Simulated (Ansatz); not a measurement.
Consider TiAl3 (space group I4/mmm, No. 139; a = 3.846 Å, c = 8.620 Å). Axes: x, y, z lie along a, b, c of the conventional cell.

Computed with PBE (Ansatz, an electronic-structure program; PAW; 420 eV plane waves; no spin-orbit coupling).

Before the change:

```
Quantity           Result
---------------  --------
Pressure          0.0 GPa
Volume per atom  15.94 Å³
```

Perturbation: compressive biaxial strain of 2.43 % in the plane normal to [001], as in epitaxy on a mismatched substrate; the out-of-plane cell vector and the atoms relax.

### Question
Estimate the effect on the pressure, volume per atom and energy relative to the base.

### Answer
The pressure (mean of the normal stresses, compression positive) goes from zero to 4.8 GPa; the volume per atom falls by 0.62 Å³, from 15.94 Å³ to 15.32 Å³; the energy increases by 16 meV/atom.

Without a gap, meshes like the base's 17×17×17 leave anisotropic stresses uncertain by several tenths of a GPa, and small strain energies with them. Stability against distortions was not tested. The final runs are not spin-polarised.
